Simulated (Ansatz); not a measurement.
A self-consistent single point of CaAl₂Zn₂ (I4mm, 5 atoms in the cell) with Ansatz (a first-principles code).

Computed with LDA (PW92), default PAW files made with PBE (plane waves; Ansatz).

```
Ca(AlZn)2
1.0
   -2.05088     2.05088     5.72521
    2.05088    -2.05088     5.72521
    2.05088     2.05088    -5.72521
Ca Al Zn
1 2 2
Direct
  0.00437   0.00437   0.00000
  0.25000   0.75000   0.50000
  0.75000   0.25000   0.50000
  0.39187   0.39187   0.00000
  0.60813   0.60813   0.00000
```

Reference input (self-consistent single point, DFT, LDA (PW92), plane waves, default PAW files made with PBE): basis.ecutwfc = 420 eV; kpoints.mp_grid.grid = 9 9 9; hamiltonian.xc = lda; hamiltonian.pseudopotentials = {kind: paw} (the program's default PAW files); scf.occupations.method = gaussian; scf.occupations.width = 0.1 eV. This run's input differs from it in these lines:

Ansatz 0.2 input:
```diff
@@ -15,3 +15,3 @@
 kpoints:
-  mp_grid: { grid: [9, 9, 9] }
+  mp_grid: { grid: [22, 22, 22] }
 hamiltonian:
@@ -20,3 +20,3 @@
 scf:
-  occupations: { method: gaussian, width: 0.1 }
+  occupations: { method: gaussian, width: 0.3 }
 output:
```

Output (repeated stretches shortened):

```
SCF iter   1: F=—  HF=-9292.495793 eV  |F-HF|=—  |Δ(HF+E_count)|=         —  Δρ=4.56e-3  dr2=1.83e-2  ethr=1.77e-3  ⟨swp⟩=6.8  Hψ=98381  notcnv=0
all-band conjugate gradients solve this SCF's bands
preconditioner: auto → Kerker (q_TF=auto, 2.357 Å⁻¹)
SCF iter   2: F=—  HF=-9292.493375 eV  |F-HF|=—  |Δ(HF+E_count)|=   2.42e-3  Δρ=2.53e-3  dr2=6.97e-3  ethr=4.57e-5  ⟨swp⟩=2.0  Hψ=41333  notcnv=0  defer=1
   [... lines left out ...]
SCF iter   5: F=—  HF=-9292.491622 eV  |F-HF|=—  |Δ(HF+E_count)|=   4.40e-5  Δρ=8.67e-5  dr2=1.01e-5  ethr=3.31e-7  ⟨swp⟩=2.1  Hψ=32301  notcnv=0  defer=1
SCF iter   6: F=—  HF=-9292.491621 eV  |F-HF|=—  |Δ(HF+E_count)|=   2.73e-7  Δρ=2.28e-5  dr2=7.34e-7  ethr=2.53e-8  ⟨swp⟩=2.6  Hψ=33286  notcnv=0  defer=1
SCF iter   7: F=—  HF=-9292.491621 eV  |F-HF|=—  |Δ(HF+E_count)|=   1.08e-7  Δρ=1.83e-5  dr2=2.01e-7  ethr=2.50e-10  ⟨swp⟩=6.1  Hψ=96345  notcnv=0
SCF iter   8: F=-9292.491621 eV  HF=-9292.491621 eV  |F-HF|=1.83e-8  |Δ(HF+E_count)|=   8.27e-8  Δρ=6.11e-6  dr2=2.85e-8  ethr=2.50e-10  ⟨swp⟩=5.0  Hψ=81599  notcnv=0
SCF 1 converged in 8 iterations: F = -9292.491621 eV  dr2 = 2.85e-8
Free energy (F): -9292.491621 eV
Internal energy: -9292.409819 eV  (E = F + TS)
E sigma→0 (E₀):  -9292.450720 eV
Entropy (-TS):   -0.081802 eV (-16.360 meV/atom)
Fermi energy:    7.805357 eV
--- Forces (eV/Å), atoms counted from 1 ---
  atom   1  Ca    -0.00000000     0.00000000    -0.11700687
  atom   2  Al    -0.00000000     0.00000000     0.03572146
  atom   3  Al     0.00000000     0.00000000     0.03572146
  atom   4  Zn    -0.00000000    -0.00000000     0.02232657
  atom   5  Zn     0.00000000    -0.00000000     0.02320633
--- Stress (GPa, compression-positive) ---
       -4.043341       0.000000       0.000000
        0.000000      -4.043341       0.000000
        0.000000      -0.000000      -5.096047
  P = ⅓ Tr σ = -4.3942 GPa (-43.942 kbar)
  The stress holds the Pulay correction. Without it, at fixed plane waves, as pw.x and ABINIT print it: P = -4.4310 GPa
```

The run converged in 8 iterations. Against the reference run the free energy falls by 6.9 meV/atom, the pressure moves little (-4.46 to -4.39 GPa) and the largest force stays at 0.117 eV/Å.

The starting cell comes from a database of computed structures (which also holds hypothetical and non-ambient phases and stackings), without a prior relaxation at this level. Its lattice was rescaled by up to half a per cent. One atom was moved a little off its site on purpose. With a pressure of about -4 GPa the cell is away from its equilibrium volume at this level. Ansatz's pressure includes its estimate of the finite-basis (Pulay) stress.

Cost on one core of a shared machine: roughly 3 min.
